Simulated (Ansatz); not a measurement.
Results of r²SCAN (plane waves, PAW; Ansatz, a program for electronic structure) for cubic perovskite BaZrO3.

Settings: plane-wave cutoff 600 eV, 6×6×6 k mesh, finite displacements, scalar-relativistic PAW data made under PBE.

Computed at the level's own relaxed cell.

```
CELL_PARAMETERS angstrom
      4.20502     0.00000     0.00000
      0.00000     4.20502     0.00000
      0.00000     0.00000     4.20502
ATOMIC_POSITIONS crystal
  Ba 0.00000 0.00000 0.00000
  Zr 0.50000 0.50000 0.50000
  O  0.50000 0.00000 0.50000
  O  0.00000 0.50000 0.50000
  O  0.50000 0.50000 0.00000
```

Harmonic phonon frequencies (cm⁻¹; i marks an imaginary mode; at Γ without the LO shift):

```
q point                                            frequencies
-------  -----------------------------------------------------
Γ        0 0 0 104 104 104 198 198 198 199 199 199 495 495 495
```
